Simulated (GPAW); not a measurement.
Band structure of C3N4 (P-43m, 7 atoms in the cell).

```yaml
crystal:
  lattice:
    - [3.45676, 0.00000, 0.00000]
    - [0.00000, 3.45676, 0.00000]
    - [0.00000, 0.00000, 3.45676]
  atoms:
    - { symbol: C, position: [0.00000, 0.00000, 0.50000] }
    - { symbol: C, position: [0.50000, 0.00000, 0.00000] }
    - { symbol: C, position: [0.00000, 0.50000, 0.00000] }
    - { symbol: N, position: [0.24569, 0.24569, 0.75431] }
    - { symbol: N, position: [0.24569, 0.75431, 0.24569] }
    - { symbol: N, position: [0.75431, 0.75431, 0.75431] }
    - { symbol: N, position: [0.75431, 0.24569, 0.24569] }
```

Method of the run: PBEsol, GPAW PAW datasets PBEsol (made by gpaw-setup) (plane waves; GPAW).

Settings: mode = pw; ecut = 950 eV; xc = PBEsol; kpts = 10 10 10; mesh shift (steps) = 0 0 0; occupations.name = fermi-dirac; occupations.width = 0 eV; nbands = -8; convergence.density = 1e-05 e/electron; convergence.energy = 1e-05 eV/electron; convergence.bands = -6; symmetry.symmorphic = false; symmetry.tolerance = 0.0005; maxiter = 120.

The starting cell comes from a database of computed structures (which also holds hypothetical and non-ambient phases and stackings), without a prior relaxation at this level.

Problem. Predict the gap along the standard path and the places of the band edges.

Solution. The gap along the path is 2.39 eV, direct at Γ to within 0.01 eV.

Levels in eV from the top of the valence band on the SCF mesh, bands 13 to 20:
```
point     13     14     15     16    17    18    19    20
-----  -----  -----  -----  -----  ----  ----  ----  ----
Γ      -6.44   0.00   0.00   0.00  2.39  2.39  2.39  5.22
X      -4.14  -3.80  -1.39  -1.39  3.06  5.70  8.07  8.51
M      -5.04  -4.32  -0.80  -0.80  5.87  5.87  7.94  8.20
R      -5.61  -0.23  -0.23  -0.23  5.72  5.72  5.72  6.51
```
